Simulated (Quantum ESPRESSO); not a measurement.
## A short convergence ladder for Hf₂Hg (I4mm, 3 atoms in the cell)

```yaml
crystal:
  lattice:
    - [-1.66004, 1.66004, 5.78415]
    - [1.66004, -1.66004, 5.78415]
    - [1.66004, 1.66004, -5.78415]
  atoms:
    - { symbol: Hf, position: [0.67005, 0.67005, 0.00000] }
    - { symbol: Hf, position: [0.33427, 0.33427, 0.00000] }
    - { symbol: Hg, position: [0.00000, 0.00000, 0.00000] }
```

Base method: PBEsol, GBRV 1.5 ultrasoft (PBESOL) pseudopotentials (plane waves; Quantum ESPRESSO).

Base settings: ecutwfc = 40 Ry; ecutrho = 320 Ry; occupations = smearing; smearing = fermi-dirac; degauss = 0.0073499 Ry; potentials = {Hf: hf_pbesol_v1.uspp.F.UPF, Hg: hg_pbesol_v1.uspp.F.UPF}; K_POINTS = automatic 6 6 6 0 0 0; conv_thr = 1e-10 Ry.

The count of work is k-points × plane waves × bands × iterations; it is no time. 

**The k-point mesh**

The second cell is the first with its lattice scaled by 0.98.

Only quantities that move along the ladder and can be compared are tabulated.

```csv
K_POINTS,free energy less the last step's (meV/atom),energy of the compressed cell less the first (meV/atom),pressure (GPa),largest difference of a force vector from the last step's (eV/Å),count of work / last
automatic 2 2 2 0 0 0,-126.09,12.84,-2.65,0.058,0.094
automatic 4 4 4 0 0 0,24.56,18.85,-1.98,0.036,0.34
automatic 6 6 6 0 0 0,-2.79,23.32,-1.50,0.092,0.66
automatic 7 7 7 0 0 0,0.00,22.23,-1.61,0.000,1.0
```

Coarsest K_POINTS that holds the energy of the compressed cell less the first within 2 meV/atom: not settled: the last two steps still differ by 1.1 meV/atom, over half the tolerance, so the ladder does not show it.

Coarsest K_POINTS that holds the pressure within 0.5 GPa of the last step, with all finer ones: automatic 4 4 4 0 0 0, at 0.34 of the last step's count of work; the step before is off by 1.0 GPa.

Coarsest K_POINTS that holds the forces within 0.02 eV/Å: not settled: the last two steps still differ by 0.092 eV/Å, over half the tolerance, so the ladder does not show it.

On the base run: the starting cell comes from a database of computed structures (which also holds hypothetical and non-ambient phases and stackings), without a prior relaxation at this level. Its lattice was rescaled by up to half a per cent. One atom was moved a little off its site on purpose.
